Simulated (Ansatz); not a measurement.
**A computed series for GaN: response to strain**

Consider GaN in the zinc blende structure (space group F-43m, No. 216; a = 4.4979 Å).

Strains are applied to the cell and any free atomic positions relax.

Computed with plane-wave PAW DFT at the r2SCAN level (Ansatz, a program for electronic structure, 500 eV), no spin-orbit coupling.

Candidates:
(a) isotropic strain −1.50 %
(b) isotropic strain −2.50 %
(c) isotropic strain −0.50 %
(d) isotropic strain −3.00 %
(e) isotropic strain −2.00 %

Base values:

| Property | Value |
|---|---|
| Band gap | 2.17 eV |

Q: Order them by band gap, highest first.

A: (d) isotropic strain −3.00 % (2.78 eV), (b) isotropic strain −2.50 % (2.68 eV), (e) isotropic strain −2.00 % (2.58 eV), (a) isotropic strain −1.50 % (2.47 eV), (c) isotropic strain −0.50 % (2.27 eV)

Stability against distortions was not tested. This is not the structure that GaN has at room temperature and ambient pressure.
